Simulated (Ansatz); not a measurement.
An Ansatz (a program for electronic structure) input (plane-wave PAW DFT at the r2SCAN level (Ansatz, 500 eV), without spin-orbit coupling):

Ansatz 0.2 input:
```yaml
crystal:
  lattice:
    - [3.7710784514, 0, 0]
    - [1.8855392257, 3.2658497386, 0]
    - [1.8855392257, -1.0886165795, 2.9664236622]
  atoms:
    - { symbol: Mg, position: [0, 0, 0] }
    - { symbol: S, position: [0, 0.5, 0.5] }
basis: { ecutwfc: 500, ecutrho_ratio: 4, xc_grid: 4, fft_grid_basis: typed }
kpoints: { mp_grid: { grid: [11, 11, 11] } }
hamiltonian:
  xc: r2scan
  dispersion: none
  pseudopotentials: { kind: paw }
scf: { occupations: { method: fermi_dirac, width: 0.05 } }
relax: { f_tol: 0.005, max_steps: 50, cell: { stress_tol: 0.01, fix: [a, b, gamma] } }
output: { forces: true, stress: true }
checkpoint: { write: state.ck, write_every: 1000 }
```

Problem. Which symmetry and how many k-points will the program report, and about how many plane waves at Γ?

Solution. Space group R-3m (ITA 166) with 12 operations, k-points 146 of 1331, and 923 plane waves at Γ.

Problem. And the final pressure?

Solution. -2.74 GPa (compression positive).

The cells carry an imposed strain or load. Whether these cells are dynamically stable was not tested. The cell was made from MgS in the rock salt structure (space group Fm-3m, No. 225) by this change: biaxial strain +2.50 %, plane normal [111], relaxed out of plane.
